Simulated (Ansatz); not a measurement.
Abridged Ansatz (an electronic-structure program) output:

```
Pseudopotential: Hf, paw, valence charge 26
Crystal: 1 atoms, lattice volume = 21.256 Å³
Basis set: ecut = 420 eV, 429 PW (Γ), exchange–correlation on 48×48×48 points (8 copies of the dense FFT grid, shifted against one another)
Bands: 17, of which v1, the nominal top of the filled ones, is band 13 counted from 1 (12 counted from 0)
Symmetry: 48 space group operations
k-points: 220 of 6859
Functional: x = pbesol(κ = 0.804, μ = 0.12345679012345678), c = pbesol(β = 0.046)
SCF iter   1: F=—  HF=-15597.867351 eV  |F-HF|=—  |Δ(HF+E_count)|=         —  Δρ=3.76e-3  dr2=1.64e-3  ethr=1.77e-3  ⟨swp⟩=5.5  Hψ=16300  notcnv=0
SCF iter   2: F=—  HF=-15597.867127 eV  |F-HF|=—  |Δ(HF+E_count)|=   2.23e-4  Δρ=2.14e-3  dr2=5.82e-4  ethr=6.32e-6  ⟨swp⟩=2.6  Hψ=8128  notcnv=0
SCF 1 converged in 9 iterations: F = -15597.867063 eV  dr2 = 1.95e-13
SCF converged after 9 iterations
Free energy (F): -15597.867063 eV
Internal energy: -15597.853401 eV  (E = F + TS)
E sigma→0 (E₀):  -15597.860232 eV
Entropy (-TS):   -0.013662 eV (-13.662 meV/atom)
Fermi energy:    20.525364 eV
--- Forces (eV/Å), atoms counted from 1 ---
  atom   1  Hf     0.00000000    -0.00000000    -0.00000000
--- Stress (GPa, compression-positive) ---
       -0.000085       0.000000      -0.000000
        0.000000      -0.000085       0.000000
        0.000000      -0.000000      -0.000085
  P = ⅓ Tr σ = -0.0001 GPa (-0.001 kbar)
```

Problem. What was computed, and what are the main results?

Solution. Hf, 1 atom in the cell, with PBEsol, PAW, 420 eV (Ansatz; without spin-orbit coupling). The last SCF converged to F = -15597.867063 eV, or -15597.8671 eV per atom, at a pressure of 0.00 GPa. The total energy compares only with runs of the same code, potentials and settings.

No phonon test of stability was made. The final runs are not spin-polarised. The cell was made from W by this change: W → Hf; the result is a model cell. This is not the structure that Hf has at room temperature and ambient pressure.
